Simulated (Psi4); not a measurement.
Psi4 1.11, TPSS/def2-svp: B(F)(SeH)2 (FB([SeH])[SeH]), 6 atoms. The geometry is a generated start, not checked to be a minimum at this level.

```
Property                                                  Value
-------------------------------  ------------------------------
task                                                   gradient
method                                                     tpss
basis                                                  def2-svp
memory                                                     7 GB
scf_type                                           df (default)
guess                            auto, which took SAD (default)
diis_max_vecs                                      10 (default)
scf_initial_accelerator                         adiis (default)
e_convergence                                   1e-08 (default)
d_convergence                                   1e-08 (default)
basis functions (reference run)                             102
grid points (reference run)                             1088817
```

```xyz
6

B      0.3529    -0.2481    -0.1440
F      1.3924    -1.0290     0.0830
Se    -0.6146     0.4319     1.3803
H      0.1985    -0.2247     2.3693
Se    -0.0877     0.1209    -1.9756
H     -1.2415     0.9491    -1.7131
```

Differences are taken against the run with dft_radial_points = 200, dft_spherical_points = 974, dft_pruning_scheme = none (default); no run here is proven converged. One run each, on a shared machine, so no times are given.

Settings tried, all else as in the reference:
- dft_radial_points = 150, dft_spherical_points = 770
- dft_radial_points = 25, dft_spherical_points = 50
- dft_radial_points = 75 (default), dft_spherical_points = 302 (default)
- dft_radial_points = 99, dft_spherical_points = 590, dft_pruning_scheme = robust
- dft_radial_points = 99, dft_spherical_points = 590, dft_pruning_scheme = treutler
- dft_radial_points = 50, dft_spherical_points = 194
- dft_radial_points = 99, dft_spherical_points = 590
- dft_radial_points = 75 (default), dft_spherical_points = 302 (default), dft_pruning_scheme = treutler
- dft_radial_points = 75 (default), dft_spherical_points = 434
- dft_radial_points = 75 (default), dft_spherical_points = 302 (default), dft_pruning_scheme = robust
- dft_radial_points = 35, dft_spherical_points = 110

**Question.** Sort the settings: which keep to the reference within 10 meV/atom in energy, 100 meV/Å in forces (largest component), and which don't?

**Answer.** Within it: dft_radial_points = 150, dft_spherical_points = 770; dft_radial_points = 99, dft_spherical_points = 590, dft_pruning_scheme = robust; dft_radial_points = 99, dft_spherical_points = 590; dft_radial_points = 75 (default), dft_spherical_points = 302 (default), dft_pruning_scheme = robust; dft_radial_points = 75 (default), dft_spherical_points = 302 (default); dft_radial_points = 75 (default), dft_spherical_points = 434; dft_radial_points = 75 (default), dft_spherical_points = 302 (default), dft_pruning_scheme = treutler; dft_radial_points = 99, dft_spherical_points = 590, dft_pruning_scheme = treutler. Outside: dft_radial_points = 50, dft_spherical_points = 194; dft_radial_points = 35, dft_spherical_points = 110; dft_radial_points = 25, dft_spherical_points = 50.

```json
[
 {"setting": "the reference", "grid points": "1088817", "energy against the reference": "—", "difference in forces (largest component)": "—"},
 {"setting": "dft_radial_points = 150, dft_spherical_points = 770", "grid points": "648043", "energy against the reference": "+0.0056 meV/atom", "difference in forces (largest component)": "0.61 meV/Å"},
 {"setting": "dft_radial_points = 99, dft_spherical_points = 590, dft_pruning_scheme = robust", "grid points": "229468", "energy against the reference": "+0.0082 meV/atom", "difference in forces (largest component)": "0.83 meV/Å"},
 {"setting": "dft_radial_points = 99, dft_spherical_points = 590", "grid points": "329442", "energy against the reference": "+0.0080 meV/atom", "difference in forces (largest component)": "0.84 meV/Å"},
 {"setting": "dft_radial_points = 75 (default), dft_spherical_points = 302 (default), dft_pruning_scheme = robust", "grid points": "87619", "energy against the reference": "+0.36 meV/atom", "difference in forces (largest component)": "2.2 meV/Å"},
 {"setting": "dft_radial_points = 75 (default), dft_spherical_points = 302 (default)", "grid points": "128303", "energy against the reference": "+0.36 meV/atom", "difference in forces (largest component)": "2.2 meV/Å"},
 {"setting": "dft_radial_points = 75 (default), dft_spherical_points = 434", "grid points": "183936", "energy against the reference": "+0.42 meV/atom", "difference in forces (largest component)": "1.7 meV/Å"},
 {"setting": "dft_radial_points = 75 (default), dft_spherical_points = 302 (default), dft_pruning_scheme = treutler", "grid points": "70195", "energy against the reference": "+0.18 meV/atom", "difference in forces (largest component)": "13 meV/Å"},
 {"setting": "dft_radial_points = 99, dft_spherical_points = 590, dft_pruning_scheme = treutler", "grid points": "170572", "energy against the reference": "−0.18 meV/atom", "difference in forces (largest component)": "17 meV/Å"},
 {"setting": "dft_radial_points = 50, dft_spherical_points = 194", "grid points": "55722", "energy against the reference": "−36 meV/atom", "difference in forces (largest component)": "84 meV/Å"},
 {"setting": "dft_radial_points = 35, dft_spherical_points = 110", "grid points": "22143", "energy against the reference": "−240 meV/atom", "difference in forces (largest component)": "110 meV/Å"},
 {"setting": "dft_radial_points = 25, dft_spherical_points = 50", "grid points": "7228", "energy against the reference": "+970 meV/atom", "difference in forces (largest component)": "1000 meV/Å"}
]
```

Total energies are compared; such shifts often cancel in part in energy differences. The gradients leave out the derivatives of the grid weights. The tolerance is a choice made for this comparison.
